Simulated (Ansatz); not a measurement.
Pair distribution function (total) of Li (bcc), cell Li54, begun in the crystal structure [in the run: it stayed crystalline; mean temperature 413 K (target 420 K); density 0.53 g/cm³, volume +3 % from the start crystal's; 2×2×2 k-points, which a denser mesh shifts by 0.0 GPa in pressure and 0.01 eV/Å in forces], from MD at 413 K. Computed with r2SCAN (plane waves, PAW; Ansatz, a first-principles code). Volume per atom 21.88 Å³, mean pressure 0.2 GPa. 

| r (Å) | g(r) |
|---|---|
| 1.98 | 0.00 |
| 2.02 | 0.00 |
| 2.06 | 0.00 |
| 2.10 | 0.00 |
| 2.14 | 0.00 |
| 2.18 | 0.00 |
| 2.22 | 0.00 |
| 2.26 | 0.00 |
| 2.30 | 0.00 |
| 2.34 | 0.00 |
| 2.38 | 0.01 |
| 2.42 | 0.02 |
| 2.46 | 0.07 |
| 2.50 | 0.10 |
| 2.54 | 0.19 |
| 2.58 | 0.33 |
| 2.62 | 0.47 |
| 2.66 | 0.74 |
| 2.70 | 0.91 |
| 2.74 | 1.26 |
| 2.78 | 1.61 |
| 2.82 | 1.96 |
| 2.86 | 2.26 |
| 2.90 | 2.48 |
| 2.94 | 2.74 |
| 2.98 | 2.87 |
| 3.02 | 3.04 |
| 3.06 | 2.96 |
| 3.10 | 2.85 |
| 3.14 | 2.88 |
| 3.18 | 2.79 |
| 3.22 | 2.57 |
| 3.26 | 2.35 |
| 3.30 | 2.20 |
| 3.34 | 1.89 |
| 3.38 | 1.83 |
| 3.42 | 1.57 |
| 3.46 | 1.48 |
| 3.50 | 1.32 |
| 3.54 | 1.18 |
| 3.58 | 1.05 |
| 3.62 | 0.97 |
| 3.66 | 0.82 |
| 3.70 | 0.79 |
| 3.74 | 0.70 |
| 3.78 | 0.65 |
| 3.82 | 0.58 |
| 3.86 | 0.51 |
| 3.90 | 0.45 |
| 3.94 | 0.43 |
| 3.98 | 0.41 |
| 4.02 | 0.38 |
| 4.06 | 0.36 |
| 4.10 | 0.32 |
| 4.14 | 0.32 |
| 4.18 | 0.30 |
| 4.22 | 0.31 |
| 4.26 | 0.29 |
| 4.30 | 0.33 |
| 4.34 | 0.34 |
| 4.38 | 0.34 |
| 4.42 | 0.37 |
| 4.46 | 0.40 |
| 4.50 | 0.45 |
| 4.54 | 0.51 |
| 4.58 | 0.53 |
| 4.62 | 0.60 |
| 4.66 | 0.67 |
| 4.70 | 0.70 |
| 4.74 | 0.80 |
| 4.78 | 0.82 |
| 4.82 | 0.86 |
| 4.86 | 0.88 |
| 4.90 | 0.91 |
| 4.94 | 0.97 |
| 4.98 | 1.02 |
| 5.02 | 1.03 |
| 5.06 | 1.07 |
| 5.10 | 1.12 |
| 5.14 | 1.11 |
| 5.18 | 1.15 |
| 5.22 | 1.16 |
| 5.26 | 1.17 |

### Question
Read off where the first shell ends and the number of neighbours in it.

### Answer
first minimum near 4.2 Å (g down to about 0.29); 13.9 neighbours in the shell, from n = 4πρ∫r²g(r)dr.
